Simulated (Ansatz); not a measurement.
Pressure series in InAs

Consider InAs in the zinc blende structure (space group F-43m, No. 216).

```cif
data_AsIn
_chemical_formula_sum 'As1 In1'
_space_group_name_H-M_alt 'P 1'
_space_group_IT_number 1
_cell_length_a 4.37460
_cell_length_b 4.37460
_cell_length_c 4.37460
_cell_angle_alpha 60.000
_cell_angle_beta 60.000
_cell_angle_gamma 60.000
loop_
_space_group_symop_operation_xyz
  'x, y, z'
loop_
_atom_site_label
_atom_site_type_symbol
_atom_site_fract_x
_atom_site_fract_y
_atom_site_fract_z
_atom_site_occupancy
As1 As 0.75000 0.75000 0.75000 1
In1 In 0.00000 0.00000 0.00000 1
```

Cell and atoms are relaxed at each pressure.

Level of theory: PBE (Ansatz, a first-principles code, PAW, spin-orbit coupling left out), earlier PAW set.

Computed cases, in order: pressure −2 GPa; pressure −1 GPa; 0 GPa (base); pressure 0.3 GPa; pressure 0.7 GPa; pressure 1.5 GPa; pressure 3 GPa; pressure 5 GPa; pressure 10 GPa.

### Question
Between which two neighbouring cases does the band gap open or close?

### Answer
Between pressure 5 GPa (zero) and pressure 10 GPa (0.20 eV). The whole series: pressure −2 GPa: zero; pressure −1 GPa: zero; 0 GPa (base): zero; pressure 0.3 GPa: zero; pressure 0.7 GPa: zero; pressure 1.5 GPa: zero; pressure 3 GPa: zero; pressure 5 GPa: zero; pressure 10 GPa: 0.20 eV.

A case with no gap was solved on a k-mesh chosen for an insulator, which is coarse for it. Load acts through the strain it causes; cell and atoms are relaxed under it. Whether these cells are dynamically stable was not tested. All final runs are without spin polarisation. Measured, InAs leaves this structure (for rock salt) near 7 GPa (temperature not stated; as listed in Datta, Sujoy, Jana, Debnarayan, arXiv (2020)). The zero or small gap of InAs can change with the level of theory.
